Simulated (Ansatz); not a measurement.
A computed series for ZrO2: pressure series

The parent structure is ZrO₂ (space group Pca2_1, No. 29; a = 5.2566 Å, b = 5.0501 Å, c = 5.0704 Å).

Cell and atoms are relaxed at each pressure.

The values are results of PBEsol, PAW, 420 eV (Ansatz, an electronic-structure program; no spin-orbit coupling), not measurements.

```csv
pressure (GPa),volume per atom (Å³/atom)
-2,11.327
-1,11.271
0,11.217
0.3,11.202
0.7,11.179
1.5,?
3,11.061
10,10.725
```

**Question.** Fit the third-order Birch–Murnaghan form P(V) = (3B₀/2)[(V₀/V)^(7/3) − (V₀/V)^(5/3)]·[1 + (3/4)(B₀′ − 4)((V₀/V)^(2/3) − 1)] (squares taken in P) to the rows shown and predict the withheld row.

**Answer.** Least squares on the printed values gives V₀ = 11.217 Å³/atom, B₀ = 209 GPa, B₀′ = 2.9; this predicts 11.138 Å³/atom, and the run gives 11.137 Å³/atom, in agreement.

Load acts through the strain it causes; cell and atoms are relaxed under it. Stability against distortions was not tested. No other phases were tried under pressure. This is not the structure that ZrO2 has at room temperature and ambient pressure.
